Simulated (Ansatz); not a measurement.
# Effect of biaxial strain +4.91 %, plane normal [001], relaxed out of plane on TiSi2

Base system: TiSi2 (space group Fddd, No. 70; a = 4.780 Å, b = 8.232 Å, c = 8.522 Å). Axes: x, y, z lie along a, b, c of the conventional cell.

Perturbation: tensile biaxial strain of 4.91 % in the plane normal to [001], as in epitaxy on a mismatched substrate; the out-of-plane cell vector and the atoms relax.

Level of theory: r2SCAN in Ansatz (plane waves to 500 eV, PAW, no spin-orbit coupling), earlier PAW set. Settings: 13×13×13 k-points, 0.05 eV Fermi–Dirac smearing.

The volume per atom goes up by 1.21 Å³ (13.97 Å³ → 15.18 Å³) and the space group remains Fddd (No. 70). The shortest interatomic distance grows by 0.0215 Å, from 2.520 Å to 2.541 Å and the energy rises by 60 meV/atom. The pressure (mean of the normal stresses, compression positive) goes from zero to -8.3 GPa and the band gap is still zero. The out-of-plane strain amounts to -1.27 % (rough) and the mean in-plane stress (compression positive) comes out as -12.4 GPa (rough).

Without a gap, meshes like the base's 13×13×13 leave anisotropic stresses uncertain by several tenths of a GPa, and small strain energies with them. Whether these cells are dynamically stable was not tested. All final runs are without spin polarisation.

Ansatz is an electronic-structure program.
